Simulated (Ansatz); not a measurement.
## Hypothetical fluorite ZrS2, thickness series

Consider ZrS₂ in the fluorite structure (space group Fm-3m, No. 225; a = 6.256 Å; a hypothetical phase, not in the database extracts checked). Axes: x, y, z lie along the cube axes.

Free-standing slabs (3 atom(s) a layer) normal to [111] with 15 Å of vacuum; in-plane cell held at bulk.

Calculations: Ansatz (an electronic-structure program) r2SCAN, spin-orbit coupling left out.

Notes on the quantities. excess energy per area of both faces: slab less bulk energy over the cell's area: twice a surface energy; uncertain by up to 0.2 J/m².

```json
[
 {"case": "base", "smallest direct gap": "0.22 eV", "excess energy per area of both faces": "–", "band gap": "0.13 eV", "change of the spacing d23 from its bulk value of 0.903 Å": "–", "gap character": "–"},
 {"case": "1 layer", "smallest direct gap": "1.75 eV", "excess energy per area of both faces": "–", "band gap": "1.45 eV", "change of the spacing d23 from its bulk value of 0.903 Å": "–", "gap character": "indirect, k = (0.167, 1/3, 0) in the run's primitive reciprocal basis → Γ"},
 {"case": "2 layers", "smallest direct gap": "1.67 eV", "excess energy per area of both faces": "0.54 J/m²", "band gap": "1.36 eV", "change of the spacing d23 from its bulk value of 0.903 Å": "-14.7 %", "gap character": "indirect, k = (0, 1/3, 0) in the run's primitive reciprocal basis → Γ"},
 {"case": "3 layers", "smallest direct gap": "1.21 eV", "excess energy per area of both faces": "0.6 J/m²", "band gap": "1.11 eV", "change of the spacing d23 from its bulk value of 0.903 Å": "-11.2 %", "gap character": "indirect, M → Γ"},
 {"case": "4 layers", "smallest direct gap": "0.97 eV", "excess energy per area of both faces": "0.6 J/m²", "band gap": "0.89 eV", "change of the spacing d23 from its bulk value of 0.903 Å": "-11.2 %", "gap character": "indirect, M → Γ"},
 {"case": "5 layers", "smallest direct gap": "0.72 eV", "excess energy per area of both faces": "0.6 J/m²", "band gap": "0.67 eV", "change of the spacing d23 from its bulk value of 0.903 Å": "-11.1 %", "gap character": "indirect, M → Γ"},
 {"case": "6 layers", "smallest direct gap": "0.60 eV", "excess energy per area of both faces": "0.6 J/m²", "band gap": "0.54 eV", "change of the spacing d23 from its bulk value of 0.903 Å": "-11.1 %", "gap character": "indirect, M → Γ"}
]
```

The excess energy carries the mismatch between the slab's and the bulk's meshes. Whether these cells are dynamically stable was not tested. A zero or small gap of ZrS2 can be the functional's error rather than a property of the material. k-point labels follow each cell's own Brillouin zone.
